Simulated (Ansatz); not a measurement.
Consider Zr in the hcp (Mg type) structure (space group P6_3/mmc, No. 194; a = 3.232 Å, c = 5.174 Å).

Structures relaxed with PBE (Ansatz, a quantum-chemistry and plane-wave program; PAW; 420 eV plane waves; without spin-orbit coupling), earlier PAW set.

Base:

Simulated powder pattern, Cu Kα1, λ = 1.54056 Å (kinematic, ideal powder, no thermal factors, no anomalous dispersion; the 14 strongest lines at most, above 2 %, up to 2θ = 90°):

```csv
2θ (°),I/Imax (%),hkl
31.95,24,(100)
34.65,26,(002)
36.47,100,(101)
47.84,15,(102)
56.94,18,(110)
63.29,19,(103)
66.80,2.8,(200)
68.40,21,(112)
69.53,15,(201)
73.10,2.8,(004)
77.49,3.6,(202)
82.00,3.2,(104)
```

One thing is altered: full substitution Zr → Ce; the structure is relaxed again.

After the change:

Simulated powder pattern, Cu Kα1, λ = 1.54056 Å (kinematic, ideal powder, no thermal factors, no anomalous dispersion; the 14 strongest lines at most, above 2 %, up to 2θ = 90°):

```tsv
2θ (°)	I/Imax (%)	hkl
31.24	23	(100)
31.36	30	(002)
35.06	100	(101)
44.85	17	(102)
55.59	17	(110)
58.24	23	(103)
65.16	2.7	(200)
65.23	22	(112)
65.44	3.6	(004)
67.44	15	(201)
74.09	3.7	(202)
74.29	3.7	(104)
84.75	8.1	(203)
```

The indices refer to each structure's own conventional cell; one index is shown for lines that coincide.

Open 4f shells without U are poorly described, and the f state was not checked. No phonon test of stability was made. Starting moments died away, wholly or in part, for Zr → Ce; another magnetic solution may exist. The final runs are not spin-polarised.
